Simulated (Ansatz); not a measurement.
A relaxation of the atoms of RbAu5 (P6mm, 6 atoms in the cell) with Ansatz (a program for electronic structure).

Computed with LDA (PW92), default PAW files made with PBE (plane waves; Ansatz).

The change in words: one atom moved by 0.15 angstrom; relax: default → atoms; relax.f_tol: default → 0.02 eV/Å. Reference geometry:
```xyz
6
Lattice="5.8473 0.0000 0.0000 -2.9237 5.0639 0.0000 0.0000 0.0000 4.5233" Properties=species:S:1:pos:R:3 pbc="T T T"
Rb     0.0000     0.0000     0.0000
Au     2.9237     1.6880     0.0000
Au     0.0000     3.3759     0.0000
Au     2.9237     0.0000     2.2617
Au     1.4618     2.5320     2.2617
Au    -1.4618     2.5320     2.2617
```

Reference input (self-consistent single point, DFT, LDA (PW92), plane waves, default PAW files made with PBE): basis.ecutwfc = 30.9 Ry; kpoints.mp_grid.grid = 7 7 7; hamiltonian.xc = lda; hamiltonian.pseudopotentials = {kind: paw} (the program's default PAW files); scf.occupations.method = fermi_dirac; scf.occupations.width = 0.0073 Ry. This run's input differs from it in these lines:

```diff
@@ -6,3 +6,3 @@
   atoms:
-    - { symbol: Rb, position: [0.000000, 0.000000, 0.000000] }
+    - { symbol: Rb, position: [0.000000, 0.000000, 0.033161] }
     - { symbol: Au, position: [0.666667, 0.333333, 0.000000] }
@@ -21,2 +21,4 @@
   occupations: { method: fermi_dirac, width: 0.0073 Ry }
+relax:
+  f_tol: 0.02
 output:
```

The program printed (abridged):

```
   [... SCF lines of the steps left out ...]
relax step   1: F+E_penalty+E_count = -67496.27417174 eV  Δ(F+E_penalty+E_count) = +0.000e0 eV  max|allowed force component| = 1.110e-1 eV/Å  Δτ_max = 0.0000 Å  (6 SCF iters, dr2 threshold 1.00e-5 eV, accepted)
relax step   2: F+E_penalty+E_count = -67496.27866891 eV  Δ(F+E_penalty+E_count) = -4.497e-3 eV  max|allowed force component| = 7.261e-2 eV/Å  Δτ_max = 0.0399 Å  (5 SCF iters, dr2 threshold 7.70e-7 eV, accepted)
relax step   3: F+E_penalty+E_count = -67496.28247406 eV  Δ(F+E_penalty+E_count) = -3.805e-3 eV  max|allowed force component| = 1.513e-3 eV/Å  Δτ_max = 0.0842 Å  (6 SCF iters, accepted)
the relaxation is at rest under the 12 symmetry operations that the run kept from its start: a minimum is not shown …
Free energy (F): -67496.282474 eV
Internal energy: -67496.231281 eV  (E = F + TS)
E sigma→0 (E₀):  -67496.256878 eV
Entropy (-TS):   -0.051193 eV (-8.532 meV/atom)
Fermi energy:    13.883248 eV
--- Forces (eV/Å), atoms counted from 1 ---
  atom   1  Rb    -0.00000000     0.00000000    -0.00069361
  atom   2  Au     0.00000000    -0.00000000     0.00148554
  atom   3  Au    -0.00000000     0.00000000     0.00148554
  atom   4  Au    -0.00000000     0.00000000    -0.00081406
  atom   5  Au    -0.00000000     0.00000000    -0.00081406
   [... lines left out ...]
    - { symbol: Au, position: [0.6666666666666665, 0.3333333333333333, 0.005464020644170333] }
    - { symbol: Au, position: [0.33333333333333326, 0.6666666666666666, 0.005464020644170333] }
    - { symbol: Au, position: [0.49999999999999994, -3.308722450212111e-24, 0.5055046242495747] }
    - { symbol: Au, position: [0.5, 0.5, 0.5055046242495747] }
    - { symbol: Au, position: [0.0, 0.49999999999999994, 0.5055046242495747] }
```

The run converged.  The full log also holds: “iter 5 did not close the SCF: its close was put off for the readings that it lacked (scf_convergence_deferred on its scf_iter line)”.

Summary of the result:
```
Quantity                                                 Result
-----------------------------------------------  --------------
Free energy E − TS (on the zero of these files)  -67496.2825 eV
Fermi level (on the code's own zero)                   13.88 eV
Pressure                                              -7.41 GPa
Largest force (vector length)                        0.001 eV/Å
Relaxation steps                                              3
```

The starting cell comes from a database of computed structures (which also holds hypothetical and non-ambient phases and stackings), without a prior relaxation at this level. Its lattice was rescaled by up to half a per cent. For this run, on top of that: one atom moved by 0.15 angstrom. The relaxation keeps the symmetry of its start, so its end need not be a minimum. Ansatz's pressure includes its estimate of the finite-basis (Pulay) stress.

Cost on one core of a shared machine: roughly 60 s.

Keys are those of Ansatz 0.2.
